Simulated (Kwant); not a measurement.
System: quantum point contact (saddle potential) in a InAs two-dimensional gas. Effective mass 0.023 mₑ, grid spacing 10 nm, hard walls, nominal width 300 nm (29 grid rows, so walls 300 nm apart), one parabolic valley, scattering region 900 nm long along x; energies count from the band bottom; Fermi energy swept from 9.0829e-05 to 0.002275 eV. Potential (V0 + ½k y²) cos²(πx/L) for |x| < L/2, with V0 = 0.00088 eV, k = 6.7e-07 eV/nm², L = 540 nm.

Constants are typed, rounded textbook-type inputs, not results; the design itself was drawn at random and stands for no fabricated device.

Model: effective-mass tight-binding model on a square grid, one spin, coherent transport at 0 K (Kwant). Conductance is in e²/h.

Sweep values stay those of the base run.

The curvature of the confinement was swept, all else fixed.

| curvature of the confinement (eV/nm²) | G (e²/h) at E = 0.6290 meV | G (e²/h) at E = 2.275 meV | mean G (e²/h) over the sweep | G (e²/h) at E = 1.705 meV |
|---|---|---|---|---|
| 3.4e-7 | 2.6e-5 | 1.10 | 0.40 | 0.97 |
| 4.7e-7 | 9.5e-6 | 1.01 | 0.36 | 0.92 |
| 5.7e-7 | [?] | 1.00 | [?] | [?] |
| 6.7e-7 | 2.6e-6 | 1.00 | 0.30 | 0.73 |
| 8e-7 | 1.2e-6 | 1.00 | 0.27 | 0.55 |
| 1e-6 | 4.5e-7 | 1.00 | 0.23 | 0.29 |
| 1.3e-6 | 1.3e-7 | 0.98 | 0.17 | 0.088 |

Task: Fill in the missing entries.

Result: 
- 5.7e-7, G (e²/h) at E = 0.6290 meV: 4.8e-6
- 5.7e-7, mean G (e²/h) over the sweep: 0.33
- 5.7e-7, G (e²/h) at E = 1.705 meV: 0.85
